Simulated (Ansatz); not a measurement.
## Bulk modulus B0 of HfO2 (model structure, started from the 3R-MoS2 type, R3m, No. 160, 3 atoms in the cell) at several levels of theory

No measured value is used here.

| level (code) | value (GPa) | cell (Å³/atom) |
|---|---|---|
| LDA (Ansatz) | 37.0 | 12.59 |
| PBEsol (Ansatz) | 8.18 | 14.09 |
| r²SCAN (Ansatz) | (withheld) | 13.73 |

**Question.** What belongs in the gaps?

**Answer.** 
- r²SCAN (Ansatz, a first-principles code), value (GPa): 22.6

Density-functional levels without +SOC have no spin–orbit coupling. LDA, PBEsol, r²SCAN: the bulk modulus is −V dP/dV from two relaxed cells at ±2 % in volume. Each level is taken at its own relaxed cell. Cutoffs differ between the levels. Ansatz's density-functional and Hartree–Fock values are scalar-relativistic unless marked +SOC, with PAW data made under PBE.

A model structure was made by putting elements into a prototype or built by hand; it is no filed structure, need not be a known phase, and can be a saddle point held by its symmetry.
